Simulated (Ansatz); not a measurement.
System: interstitial H in fcc Cu (neutral cell). Level of theory: PBE, PAW (plane waves to 420 eV; Ansatz, an electronic-structure program).

32-site cell at the relaxed PBE lattice, a 2×2×2 k-point mesh shifted by half a step, smearing 0.10 eV, spin-restricted, no finite-size correction. Static, classical nuclei. Sites that were not tried may lie lower.

Barriers: single points on a 4×4×4 k-point mesh shifted by half a step at the bands' geometries (they differ from the bands' own by up to 0.07 eV, and are uncertain by about as much).

The step: a direct jump of one H atom. Atoms about the jump, Cartesian Å from the middle of the jump, before and after:

```json
[
 {"atom": "H1", "x0": "-0.45", "y0": "0.45", "z0": "0.45", "x1": "0.45", "y1": "-0.45", "z1": "-0.45"},
 {"atom": "Cu2", "x0": "1.41", "y0": "0.45", "z0": "0.45", "x1": "1.41", "y1": "0.51", "z1": "0.51"},
 {"atom": "Cu3", "x0": "-0.45", "y0": "0.45", "z0": "-1.40", "x1": "-0.50", "y1": "0.51", "z1": "-1.41"},
 {"atom": "Cu4", "x0": "-0.45", "y0": "-1.40", "z0": "0.45", "x1": "-0.50", "y1": "-1.41", "z1": "0.51"},
 {"atom": "Cu5", "x0": "1.37", "y0": "-1.37", "z0": "-1.37", "x1": "1.42", "y1": "-1.41", "z1": "-1.41"},
 {"atom": "Cu6", "x0": "-0.45", "y0": "2.31", "z0": "0.45", "x1": "-0.46", "y1": "2.29", "z1": "0.46"},
 {"atom": "Cu7", "x0": "-0.45", "y0": "0.45", "z0": "2.31", "x1": "-0.46", "y1": "0.46", "z1": "2.28"},
 {"atom": "Cu8", "x0": "-2.31", "y0": "0.45", "z0": "0.45", "x1": "-2.28", "y1": "0.46", "z1": "0.46"},
 {"atom": "Cu9", "x0": "1.37", "y0": "2.28", "z0": "-1.37", "x1": "1.37", "y1": "2.28", "z1": "-1.37"},
 {"atom": "Cu10", "x0": "1.37", "y0": "-1.37", "z0": "2.28", "x1": "1.37", "y1": "-1.37", "z1": "2.29"},
 {"atom": "Cu11", "x0": "-2.28", "y0": "-1.37", "z0": "-1.37", "x1": "-2.28", "y1": "-1.37", "z1": "-1.36"},
 {"atom": "Cu12", "x0": "3.18", "y0": "0.45", "z0": "-1.37", "x1": "3.19", "y1": "0.46", "z1": "-1.37"},
 {"atom": "Cu13", "x0": "3.18", "y0": "-1.37", "z0": "0.45", "x1": "3.19", "y1": "-1.37", "z1": "0.46"},
 {"atom": "Cu14", "x0": "1.37", "y0": "0.45", "z0": "-3.18", "x1": "1.37", "y1": "0.46", "z1": "-3.19"},
 {"atom": "Cu15", "x0": "1.37", "y0": "-3.18", "z0": "0.45", "x1": "1.37", "y1": "-3.19", "z1": "0.46"},
 {"atom": "Cu16", "x0": "-0.45", "y0": "-1.37", "z0": "-3.18", "x1": "-0.46", "y1": "-1.37", "z1": "-3.19"},
 {"atom": "Cu17", "x0": "-0.45", "y0": "-3.18", "z0": "-1.37", "x1": "-0.46", "y1": "-3.19", "z1": "-1.37"},
 {"atom": "Cu18", "x0": "1.37", "y0": "2.28", "z0": "2.28", "x1": "1.37", "y1": "2.28", "z1": "2.28"},
 {"atom": "Cu19", "x0": "-2.28", "y0": "2.28", "z0": "-1.37", "x1": "-2.28", "y1": "2.28", "z1": "-1.36"},
 {"atom": "Cu20", "x0": "-2.28", "y0": "-1.37", "z0": "2.28", "x1": "-2.28", "y1": "-1.36", "z1": "2.28"},
 {"atom": "Cu21", "x0": "3.18", "y0": "2.27", "z0": "0.45", "x1": "3.19", "y1": "2.28", "z1": "0.46"},
 {"atom": "Cu22", "x0": "3.18", "y0": "0.45", "z0": "2.27", "x1": "3.19", "y1": "0.46", "z1": "2.28"},
 {"atom": "Cu23", "x0": "-0.45", "y0": "2.27", "z0": "-3.18", "x1": "-0.45", "y1": "2.28", "z1": "-3.18"},
 {"atom": "Cu24", "x0": "-0.45", "y0": "-3.18", "z0": "2.27", "x1": "-0.45", "y1": "-3.18", "z1": "2.28"},
 {"atom": "Cu25", "x0": "-2.27", "y0": "0.45", "z0": "-3.18", "x1": "-2.27", "y1": "0.46", "z1": "-3.18"},
 {"atom": "Cu26", "x0": "-2.27", "y0": "-3.18", "z0": "0.45", "x1": "-2.28", "y1": "-3.18", "z1": "0.46"}
]
```

Problem. Give the saddle-point geometry and the barrier.

Solution. 
```json
[
 {"atom": "H1", "x": "0.13", "y": "-0.13", "z": "-0.13"},
 {"atom": "Cu2", "x": "1.48", "y": "0.51", "z": "0.50"},
 {"atom": "Cu3", "x": "-0.51", "y": "0.50", "z": "-1.48"},
 {"atom": "Cu4", "x": "-0.51", "y": "-1.48", "z": "0.50"},
 {"atom": "Cu5", "x": "1.34", "y": "-1.34", "z": "-1.35"},
 {"atom": "Cu6", "x": "-0.45", "y": "2.28", "z": "0.44"},
 {"atom": "Cu7", "x": "-0.45", "y": "0.45", "z": "2.27"},
 {"atom": "Cu8", "x": "-2.28", "y": "0.45", "z": "0.44"},
 {"atom": "Cu9", "x": "1.38", "y": "2.27", "z": "-1.38"},
 {"atom": "Cu10", "x": "1.38", "y": "-1.37", "z": "2.26"},
 {"atom": "Cu11", "x": "-2.27", "y": "-1.38", "z": "-1.38"},
 {"atom": "Cu12", "x": "3.20", "y": "0.45", "z": "-1.38"},
 {"atom": "Cu13", "x": "3.20", "y": "-1.38", "z": "0.45"},
 {"atom": "Cu14", "x": "1.38", "y": "0.45", "z": "-3.20"},
 {"atom": "Cu15", "x": "1.38", "y": "-3.20", "z": "0.45"},
 {"atom": "Cu16", "x": "-0.45", "y": "-1.37", "z": "-3.20"},
 {"atom": "Cu17", "x": "-0.45", "y": "-3.20", "z": "-1.38"},
 {"atom": "Cu18", "x": "1.37", "y": "2.28", "z": "2.28"},
 {"atom": "Cu19", "x": "-2.28", "y": "2.28", "z": "-1.38"},
 {"atom": "Cu20", "x": "-2.28", "y": "-1.37", "z": "2.28"},
 {"atom": "Cu21", "x": "3.20", "y": "2.28", "z": "0.45"},
 {"atom": "Cu22", "x": "3.20", "y": "0.45", "z": "2.28"},
 {"atom": "Cu23", "x": "-0.45", "y": "2.28", "z": "-3.21"},
 {"atom": "Cu24", "x": "-0.45", "y": "-3.20", "z": "2.27"},
 {"atom": "Cu25", "x": "-2.28", "y": "0.45", "z": "-3.21"},
 {"atom": "Cu26", "x": "-2.28", "y": "-3.20", "z": "0.45"}
]
```
It lies 0.31 eV above the start and 0.15 eV above the end. The saddle point's order was not checked, and it lies on a symmetry element of the cell, where a band can be held.
